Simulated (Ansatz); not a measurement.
Consider BaTiO3 (space group P4mm, No. 99).

```
CELL_PARAMETERS angstrom
      3.97230     0.00000     0.00000
      0.00000     3.97230     0.00000
      0.00000     0.00000     4.11282
ATOMIC_POSITIONS crystal
  Ti 0.50000 0.50000 0.45232
  Ba 0.00000 0.00000 0.93423
  O  0.50000 0.50000 0.89517
  O  0.50000 0.00000 0.41214
  O  0.00000 0.50000 0.41214
```

Cartesian axes are those of the cell as printed.

All numbers come from plane-wave PAW DFT at the r2SCAN level (Ansatz, a first-principles code, 500 eV), no spin-orbit coupling.

Strains are applied to the cell and any free atomic positions relax; under biaxial strain the out-of-plane vector relaxes too; under stress the whole cell relaxes.

One change was made to it. Results:

| quantity | base | after |
|---|---|---|
| band gap | 2.23 eV | 2.24 eV |
| volume per atom | 12.98 Å³ | 12.95 Å³ |

Q: Which change produced these results?
(A) biaxial strain +4.12 %, plane normal [001], relaxed out of plane
(B) uniaxial stress, 3 GPa compression along x
(C) biaxial strain −4.36 %, plane normal [001], relaxed out of plane
(D) biaxial strain +2.06 %, plane normal [001], relaxed out of plane
(E) isotropic strain +3.88 %

A: B, uniaxial stress, 3 GPa compression along x. For comparison, the band gap in the other runs: biaxial strain −4.36 %, plane normal [001], relaxed out of plane gives 2.35 eV; isotropic strain +3.88 % gives 2.07 eV; biaxial strain +4.12 %, plane normal [001], relaxed out of plane gives 2.05 eV; biaxial strain +2.06 %, plane normal [001], relaxed out of plane gives 2.16 eV.

Beyond what the load breaks, stability against distortions was not tested. All final runs are without spin polarisation.
